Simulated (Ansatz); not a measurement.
The parent structure is ZnGeP2 in the chalcopyrite structure (space group I-42d, No. 122; a = 5.4243 Å, c = 10.7097 Å).

The values are results of DFT with PBEsol, PAW potentials and a 420 eV plane-wave cutoff in Ansatz (a program for electronic structure), no spin-orbit coupling, not measurements.

Base values:

- Hole mass: 0.096 mₑ along c, 0.33 mₑ across (at Γ)
- Band gap: 1.07 eV
- Gap character: indirect, Γ → M–S (33 % along)

Perturbation: every lattice vector is stretched by 3.00 %; the atoms relax in the strained cell.

Problem. What does the calculation give for the largest internal atomic displacement after the change?

Solution. The largest internal atomic displacement comes out as 0.013 Å.

Problem. Predict the new hole mass.

Solution. The hole mass changes from 0.096 mₑ along c, 0.33 mₑ across (at Γ) to 0.061 mₑ along c, 0.38 mₑ across (at Γ).

Problem. Predict the new band gap.

Solution. The band gap decreases by 0.28 eV, from 1.07 eV to 0.79 eV.

Problem. Predict the new gap character.

Solution. The gap character changes from indirect, Γ → M–S (33 % along) to direct at Γ.

Masses are band curvatures over ±0.01 Å⁻¹ around the edge. Stability against distortions was not tested.
